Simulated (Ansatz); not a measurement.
Start from SrO in the rock salt structure (space group Fm-3m, No. 225; a = 5.1222 Å). Axes: x, y, z lie along the cube axes.

All numbers come from DFT with PBEsol, PAW potentials and a 420 eV plane-wave cutoff in Ansatz (a program for electronic structure), no SOC.

Strains are applied to the cell and any free atomic positions relax; under stress the whole cell relaxes.

One change was made to it. Results:

The gap character becomes direct at Γ (base: indirect, Γ → X); the band gap decreases by 0.12 eV, from 3.20 eV to 3.08 eV; the energy grows by 73 meV/atom; the electron mass changes from 1.2 mₑ along k, 0.39 mₑ across (at X) to 0.32 mₑ (at Γ).

**Question.** Which change produced these results?
A) isotropic strain +2.60 %
B) isotropic strain +4.38 %
C) uniaxial stress, 5 GPa compression along z

**Answer.** B, isotropic strain +4.38 %. For comparison, the band gap in the other runs: isotropic strain +2.60 % gives 3.23 eV; uniaxial stress, 5 GPa compression along z gives 3.02 eV.

Masses are band curvatures over ±0.01 Å⁻¹ around the edge. Along k means along the line from Γ to the band edge. Beyond what the load breaks, stability against distortions was not tested. k-point labels follow each cell's own Brillouin zone.
